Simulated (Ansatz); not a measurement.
**LuMgNO (model structure, started from the LaZnOP type, P4/nmm, No. 129, 8 atoms in the cell)**

Calculation: LDA (plane waves, PAW; Ansatz, a first-principles code).

Settings: plane-wave cutoff 520 eV, 10×10×6 k mesh (along the axes of the cell as run), Fermi–Dirac smearing 0.01 eV, scalar-relativistic PAW data made under PBE.

Cell (relaxed with PBEsol):

```yaml
crystal:
  lattice:
    - [3.70138, 0.00000, 0.00000]
    - [0.00000, 3.70138, 0.00000]
    - [0.00000, 0.00000, 7.59796]
  atoms:
    - { symbol: Lu, position: [0.00000, 0.50000, 0.85602] }
    - { symbol: Lu, position: [0.50000, 0.00000, 0.14398] }
    - { symbol: Mg, position: [0.00000, 0.00000, 0.50000] }
    - { symbol: Mg, position: [0.50000, 0.50000, 0.50000] }
    - { symbol: N, position: [0.50000, 0.00000, 0.63258] }
    - { symbol: N, position: [0.00000, 0.50000, 0.36742] }
    - { symbol: O, position: [0.50000, 0.50000, 0.00000] }
    - { symbol: O, position: [0.00000, 0.00000, 0.00000] }
```

```yaml
band_gap: 1.58 eV
smallest_direct_gap_on_the_k_points_sampled: 1.79 eV
```

Note: the relaxation could raise the start's symmetry but not lower it, so the cell can be a saddle point; cell and atoms aren't relaxed at this level (largest force component 0.32 eV/Å, pressure -4.8 GPa).

Spin–orbit coupling is not included.

Computed values are for the static lattice.

A model structure was made by putting elements into a prototype or built by hand; it is no filed structure, need not be a known phase, and can be a saddle point held by its symmetry.
